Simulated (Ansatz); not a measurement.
Worked example: relaxation of cell and atoms of Cr (P6_3/mmc, 2 atoms in the cell) in Ansatz (a program for electronic structure).

Level of theory: LDA (PW92), default PAW files made with PBE (plane waves; Ansatz).

The change in words: atoms on their sites; basis.ecutwfc: 420 eV → 210 eV; relax: default → cell and atoms. Reference geometry:
```
CELL_PARAMETERS angstrom
      2.43626     0.00000     0.00000
     -1.21813     2.10986     0.00000
      0.00000     0.00000     4.46821
ATOMIC_POSITIONS crystal
  Cr 0.33333 0.66667 0.26119
  Cr 0.66667 0.33333 0.75000
```

Reference input (self-consistent single point, DFT, LDA (PW92), plane waves, default PAW files made with PBE): basis.ecutwfc = 420 eV; kpoints.mp_grid.grid = 15 15 8; hamiltonian.xc = lda; hamiltonian.pseudopotentials = {kind: paw} (the program's default PAW files); scf.occupations.method = gaussian; scf.occupations.width = 0.1 eV. This run's input differs from it in these lines:

Ansatz 0.2 input:
```diff
@@ -7,6 +7,6 @@
   atoms:
-    - { symbol: Cr, position: [0.33333300, 0.66666700, 0.26119000] }
+    - { symbol: Cr, position: [0.33333300, 0.66666700, 0.25000000] }
     - { symbol: Cr, position: [0.66666700, 0.33333300, 0.75000000] }
 basis:
-  ecutwfc: 420.0
+  ecutwfc: 210.0
 kpoints:
@@ -22,2 +22,4 @@
     width: 0.1
+relax:
+  cell: {}
 output:
```

Output (repeated stretches shortened):

```
   [... SCF lines of the steps left out ...]
relax step   1: F+E_penalty+E_count = -6632.52258842 eV  Δ(F+E_penalty+E_count) = +0.000e0 eV  max|allowed force component| = 1.388e-17 eV/Å  Δτ_max = 0.0000 Å  P = -44.627 GPa  Ω = 22.967 Å³  (7 SCF iters, dr2 threshold 1.00e-7 eV, accepted)
relax step   2: F+E_penalty+E_count = -6637.51244717 eV  Δ(F+E_penalty+E_count) = -4.990e0 eV  max|allowed force component| = 1.850e-17 eV/Å  Δτ_max = 0.0000 Å  P = +131.553 GPa  Ω = 20.501 Å³  energy of the carried Pulay correction = +5.590e0 eV  [...]
   [... lines left out ...]
relax step 120: F+E_penalty+E_count = -6633.46432995 eV  Δ(F+E_penalty+E_count) = -3.643e-3 eV  max|allowed force component| = 3.065e-17 eV/Å  Δτ_max = 0.0000 Å  P = -0.002 GPa  Ω = 18.842 Å³  energy of the carried Pulay correction = +3.643e-3 eV  [...]
relax step 121: F+E_penalty+E_count = -6633.45213886 eV  Δ(F+E_penalty+E_count) = +1.219e-2 eV  max|allowed force component| = 3.701e-17 eV/Å  Δτ_max = 0.0000 Å  P = +0.129 GPa  Ω = 18.842 Å³  stress off target by 2.53e-1 GPa  SCF on the basis [...]
basis re-selected at this cell: Δ(F+E_penalty+E_count) = +1.219e-2 eV, ΔP = +0.132 GPa vs the last step
   [... lines left out ...]
Free energy (F): -6633.452139 eV
Fermi energy:    23.483878 eV
Error: variable-cell relaxation did not converge after 121 `relax_step` rows, as none of its last 38 fresh-basis SCF(s) at a relaxed cell met both thresholds with a finite energy. The last misses `relax.cell.stress_tol`: largest allowed force component 3.70e-17 eV/Å (`relax.f_tol` 1.00e-2 eV/Å), stress off the target on the free part of the cell 2.53e-1 GPa (`relax.cell.stress_tol` 5.00e-2 GPa), F+E_penalty+E_count -6633.45213886 eV. The closest is row 116, whose structure comes with this error. Larger ratio of force or stress to its threshold at each such SCF whose figures are numbers: 1151.570, 993.313, 623.747, 355.597, 141.485, 147.652, 190.533, 201.097, 180.636, 118.841, [...]
   [... lines left out ...]
to start a new deck from the relaxed geometry:
  cell:  # Å, volume = 18.8452 Å³
    - [2.2810367101420406, 2.7028267838949225e-7, 0.0]
    - [-1.140518589142686, 1.9754356028065487, 0.0]
    - [0.0, 0.0, 4.182215768551606]
  atoms:
    - { symbol: Cr, position: [0.3333333333333333, 0.6666666666666666, 0.25000000000000006] }
    - { symbol: Cr, position: [0.6666666666666665, 0.33333333333333337, 0.7500000000000001] }
```

The relaxation ended unconverged.  The full log also holds: “iter 4 did not close the SCF: its close was put off for the readings that it lacked (scf_convergence_deferred on its scf_iter line)”. The full log also holds: “iter 5 did not close the SCF: its close was put off for the readings that it lacked (scf_convergence_deferred on its scf_iter line)”.

The starting cell comes from a database of computed structures (which also holds hypothetical and non-ambient phases and stackings), without a prior relaxation at this level. Its lattice was rescaled by up to half a per cent. The cutoff lies below the one recommended for these files.

Cost on one core of a shared machine: roughly 2 min.
